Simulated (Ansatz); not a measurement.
## What pressure 2.1 GPa does to Pd

The reference is Pd in the fcc (Cu type) structure (space group Fm-3m, No. 225; a = 3.9428 Å).

The change: a hydrostatic pressure of 2.1 GPa.

All numbers come from PBE/PAW in Ansatz (a program for electronic structure), no spin-orbit coupling. k-mesh 20×20×20 (Γ-centred); smearing 0.05 eV (Fermi–Dirac).

The volume per atom decreases by 0.18 Å³ to 15.14 Å³ and the lattice parameter a decreases by 0.016 Å, from 3.943 Å to 3.927 Å. The shortest interatomic distance decreases by 0.011 Å to 2.777 Å and the band gap stays zero.

Final structure:

```xyz
1
Lattice="0.0000 1.9635 1.9635 1.9635 0.0000 1.9635 1.9635 1.9635 0.0000" Properties=species:S:1:pos:R:3 pbc="T T T"
Pd     0.0000     0.0000     0.0000
```

Cost of the whole job for the changed cell (relaxation, final SCF and bands): very roughly 13 core-seconds.

Load acts through the strain it causes; cell and atoms are relaxed under it. Whether these cells are dynamically stable was not tested. All final runs are without spin polarisation.
